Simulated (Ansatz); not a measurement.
The reference is Hf in the hcp (Mg type) structure (space group P6_3/mmc, No. 194; a = 3.158 Å, c = 5.004 Å; relaxed with 0.1 eV smearing). Axes: x lies along a and z along c of the hexagonal cell.

Level of theory: plane-wave PAW DFT at the PBEsol level (Ansatz, a first-principles code, 420 eV), no spin-orbit coupling, earlier PAW set.

Now apply this change: the cell is compressed by 5.26 % along z with no lateral relaxation; the atoms relax in the strained cell.

Q: Predict the stress tensor and what it implies for the stiffness.

A: Stress of the strained cell less that of the base (GPa, compression positive):
```
    4.4     0.0     0.0
    0.0     4.4     0.0
    0.0     0.0    12.6
```

Then −Δσ_ii/ε with ε = -0.0526 gives secant stiffness values (nonlinear terms included at this strain): C33 ≈ 239 GPa, C13 ≈ 85 GPa and C23 ≈ 85 GPa.

As a check, the harmonic strain energy −½ V₀ Δσ:ε is 45 meV/atom; the computed energy rise is 43 meV/atom.

No phonon test of stability was made. All final runs are without spin polarisation.
